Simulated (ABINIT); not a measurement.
Troubleshooting ABINIT: a failed run on YMgAlGe₂ (P3m1, 5 atoms in the cell). The aim is a self-consistent single point with DFT, PBEsol, plane waves, norm-conserving pseudopotentials (PseudoDojo nc-sr-04 PBEsol standard).

Cell that was meant: a = 4.2312 Å, b = 4.2312 Å, c = 6.7554 Å, α = 90.00°, β = 90.00°, γ = 120.00°.

Part of the input:

```
ecut 42
occopt 3
tsmear 0.1 eV
nband 26
kptopt 1
ngkpt 5 5 3
nshiftk 1
```

Output (repeated stretches shortened):

```
 Calling pw_orthon to orthonormalize bands.
 Calling pw_orthon to orthonormalize bands.
 Calling pw_orthon to orthonormalize bands.
 Calling pw_orthon to orthonormalize bands.
 Calling pw_orthon to orthonormalize bands.
   [... 13 lines left out ...]
 Calling pw_orthon to orthonormalize bands.
 Calling pw_orthon to orthonormalize bands.
 Calling pw_orthon to orthonormalize bands.
 Calling pw_orthon to orthonormalize bands.

 newocc:
  The calling routine gives nelect=   0.52000000D+02
  The lowest bound is  -0.26022745D+01, with nelect=  0.00000000D+00
  The highest bound is   0.54547400D+00, with nelect=  0.52000000D+02

--- !BUG
src_file: m_occ.F90
src_line: 643
mpi_rank: 0
message: |

     newocc:
      The calling routine gives nelect=   0.52000000D+02
      The lowest bound is  -0.26022745D+01, with nelect=  0.00000000D+00
      The highest bound is   0.54547400D+00, with nelect=  0.52000000D+02
...

  Action: contact ABINIT group (please attach the output of `abinit -b`)

 abinit_abort: decision taken to exit. Check above messages for more info
Abort(13) on node 0 (rank 0 in comm 0): application called MPI_Abort(MPI_COMM_WORLD, 13) - process 0

--- !BUG
src_file: m_occ.F90
src_line: 643
mpi_rank: 0
message: |

     newocc:
      The calling routine gives nelect=   0.52000000D+02
      The lowest bound is  -0.26022745D+01, with nelect=  0.00000000D+00
      The highest bound is   0.54547400D+00, with nelect=  0.52000000D+02
...

  Action: contact ABINIT group (please attach the output of `abinit -b`)
```

Read the log: what does the program object to, and what is the fix?

The fault is too few bands; here the program stops on it instead of giving results. To fix it, raise the band count or leave it to the default. The program stopped before any SCF iteration.

An input that runs soundly differs in these lines (not the only fix; some lines may just follow from the change or write a value another way):
```diff
-nband 26
+nband 34
```

With that input, the run converged in 13 iterations: free energy E − TS -7643.75 eV; Fermi level (on the code's own zero) 6.02 eV; pressure 1.38 GPa; largest force (vector length) 0.178 eV/Å (DFT, PBEsol, plane waves, norm-conserving pseudopotentials (PseudoDojo nc-sr-04 PBEsol standard)).

On the sound input: the starting cell comes from a database of computed structures (which also holds hypothetical and non-ambient phases and stackings), without a prior relaxation at this level. Its lattice was rescaled by a random factor within 2.5 % of one.
